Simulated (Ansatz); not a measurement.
System: W-vacancy pair (W on one host Cu site, one Cu site vacant) in fcc Cu (neutral cell). Calculation: PBE, PAW (plane waves to 420 eV; Ansatz, a program for electronic structure).

Settings: 32 host sites, the relaxed PBE lattice, a 2×2×2 k-point mesh shifted by half a step, smearing 0.10 eV, spin-restricted, no image-charge correction. No zero-point or tunnelling terms. Spin-orbit coupling is left out. Forms of the defect that were not tried may lie lower. The start lies 0.056 eV above the lowest site run (PBE).

Barriers: single points on a 4×4×4 k-point mesh shifted by half a step at the bands' geometries (they differ from the bands' own by up to 0.13 eV, and are uncertain by about as much).

The step: one Cu atom jumps into the vacancy from a nearby Cu site (W-vacancy distance between ideal sites 2.57 → 3.63 Å). Atoms about the jump, Cartesian Å from the middle of the jump, before and after:

```json
[
 {"atom": "Cu1", "x0": "0.00", "y0": "0.86", "z0": "-0.88", "x1": "0.00", "y1": "-0.86", "z1": "0.88"},
 {"atom": "Cu2", "x0": "1.83", "y0": "-0.88", "z0": "-0.91", "x1": "1.81", "y1": "-0.87", "z1": "-0.93"},
 {"atom": "Cu3", "x0": "-1.83", "y0": "-0.88", "z0": "-0.91", "x1": "-1.81", "y1": "-0.86", "z1": "-0.92"},
 {"atom": "Cu4", "x0": "1.80", "y0": "0.89", "z0": "0.90", "x1": "1.81", "y1": "0.91", "z1": "0.88"},
 {"atom": "Cu5", "x0": "-1.80", "y0": "0.89", "z0": "0.89", "x1": "-1.81", "y1": "0.91", "z1": "0.88"},
 {"atom": "W6", "x0": "0.00", "y0": "-2.67", "z0": "-0.87", "x1": "0.00", "y1": "-2.72", "z1": "-0.92"},
 {"atom": "Cu7", "x0": "0.00", "y0": "-0.88", "z0": "-2.74", "x1": "0.00", "y1": "-0.87", "z1": "-2.73"},
 {"atom": "Cu8", "x0": "0.00", "y0": "0.89", "z0": "2.68", "x1": "0.00", "y1": "0.91", "z1": "2.71"},
 {"atom": "Cu9", "x0": "0.00", "y0": "2.72", "z0": "0.92", "x1": "0.00", "y1": "2.69", "z1": "0.88"}
]
```

**Question.** Predict the transition state.

**Answer.** 
| atom | x | y | z |
|---|---|---|---|
| Cu1 | 0.00 | 0.00 | -0.05 |
| Cu2 | 1.98 | -0.94 | -0.98 |
| Cu3 | -1.97 | -0.94 | -0.98 |
| Cu4 | 1.95 | 0.94 | 0.92 |
| Cu5 | -1.95 | 0.94 | 0.92 |
| W6 | 0.00 | -2.64 | -0.86 |
| Cu7 | 0.00 | -0.85 | -2.71 |
| Cu8 | 0.00 | 0.86 | 2.61 |
| Cu9 | 0.00 | 2.65 | 0.85 |
It lies 0.61 eV above the start and 0.67 eV above the end. The saddle point's order was not checked, and it lies on a symmetry element of the cell, where a band can be held.
